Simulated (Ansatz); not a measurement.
# MgO: band gap against strain

MgO (rock salt, Fm-3m, 9.355 Å³/atom at rest) under an equal strain ε in the (001) plane with the normal axis free, as in a coherent film. PBEsol in Ansatz, a plane-wave DFT program (PAW, default set), 420 eV, 13×13×13 Γ-centred mesh, Fermi-Dirac smearing 0.05 eV; ions are relaxed within the symmetry of each cell. Gaps are the smallest over the k-mesh and a band path, without spin-orbit coupling; in all rows the valence edge lies at Γ and the conduction edge at Γ.

Here s stands for strain and Eg for gap.

```csv
strain (%),gap (eV)
0.00,4.620
0.50,4.547
1.00,4.474
1.50,4.402
3.00,?
```

Question: Fit Eg against s with a straight line, and predict the withheld value at s = 3.00.

Answer: Means: s 0.75000, Eg 4.5107. About the means, the sum of products is -0.18175 and the sum of squares of s is 1.2500; the slope is their ratio. Least squares gives Eg = 4.6198 - 0.14540·s. Residuals (row less fit): 0.0002, -0.0001, -0.0004, 0.0003; standard error 0.0004 (degrees of freedom: 2). Over these rows the gap moves by -15 ± 0.03 eV per unit strain. At the withheld row, Eg = 4.6198 - 0.14540 × 3.0 = 4.1836 eV. The calculation gives 4.182 eV, 0.0016 eV below the prediction (0.4 % of the range of Eg in the table). The row lies outside the fitted rows, so this is an extrapolation. The fitted rows scatter only by rounding.

Rows are the converged runs of the series near zero and its far end; series whose fitted rows scatter by over a few per cent of the range, as at a crossing or softening among them, aren't shown in this form. Most that stay on the fit to the last digits aren't either.
